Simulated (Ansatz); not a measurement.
# Alloy series in hypothetical fluorite TaGe2

Consider TaGe2 in the fluorite structure (space group Fm-3m, No. 225; a = 6.274 Å; a hypothetical phase, not in the database extracts checked).

The other end (x = 1) is TaC₂ in the fluorite structure (space group Fm-3m, No. 225; a hypothetical phase, not in the database extracts checked): 11.41 Å³/atom, gap zero; this end may not be an ambient phase.

C replaces a fraction x of Ge; each row is one arrangement (x, atoms in the cell, starting space group or random), fully relaxed.

The values are results of PBE, PAW, 420 eV (Ansatz, an electronic-structure program; scalar-relativistic without spin-orbit coupling), not measurements.

Notes on the quantities. mixing energy: to 0.01 eV only: unlike meshes or grids; against an end that may be hypothetical.

```csv
variant,mixing energy,volume per atom
base,–,20.58 Å³
"x(C) = 0.125, 12 atoms, Pmm2",-0.46 eV/atom,17.99 Å³
"x(C) = 0.25, 6 atoms, P-4m2",+0.04 eV/atom,18.11 Å³
"x(C) = 0.5, 12 atoms, Amm2",-0.77 eV/atom,14.16 Å³
```

Each cell is one ordered arrangement of few atoms, which overstates ordering effects compared with a random alloy. With Ta present, leaving out spin-orbit coupling can change the band edges. Stability against distortions was not tested. The final runs are not spin-polarised. An odd electron count without spin: TaGe2 and TaC2. TaGe2, TaC2 and Ta2Ge3C have a high density of states at the Fermi level and may be magnetic at this level. Under x(C) = 0.125, 12 atoms, Pmm2, x(C) = 0.25, 6 atoms, P-4m2 and x(C) = 0.5, 12 atoms, Amm2 the cell changed shape so far that it is another structure.
